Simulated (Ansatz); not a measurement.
An Ansatz (a program for electronic structure) input (PBE in Ansatz (plane waves to 420 eV, PAW, no spin-orbit coupling), earlier PAW set):

Ansatz 0.2 input:
```yaml
crystal:
  lattice:
    - [4.5293980659, 0, 0]
    - [-2.264699033, 3.9225737889, 0]
    - [0, 0, 5.1382470979]
  atoms:
    - { symbol: Se, position: [0.2184072241, 0, 0.8333333333] }
    - { symbol: Se, position: [0, 0.2184072241, 0.1666666667] }
    - { symbol: Se, position: [0.7815927759, 0.7815927759, 0.5] }
basis: { ecutwfc: 420, ecutrho_ratio: 4, xc_grid: 2, fft_grid_basis: typed }
kpoints: { mp_grid: { grid: [9, 9, 7] } }
hamiltonian:
  xc: pbe
  dispersion: none
  pseudopotentials: { azcp: { folder: ./paw }, kind: paw }
scf: { occupations: { method: fermi_dirac, width: 0.05 }, convergence: { dr2_threshold: 0.0000000003 } }
relax: { f_tol: 0.005, max_steps: 50 }
output: { forces: true, stress: true }
checkpoint: { write: state.ck, write_every: 1000 }
```

Problem. Which symmetry and how many k-points will the program report, and about how many plane waves at Γ?

Solution. Space group P3121 (ITA 152) with 6 operations, k-points 69 of 567, and 1811 plane waves at Γ.

Problem. And the final pressure?

Solution. -0.55 GPa (compression positive).

The cells carry an imposed strain or load. Stability against distortions was not tested. The cell was made from Se (space group P3_121, No. 152; made of chains) by this change: uniaxial strain ε_zz = +1.90 %. No dispersion term is included, though the crystal is made of layers, chains or molecules, so its spacings can come out too wide.
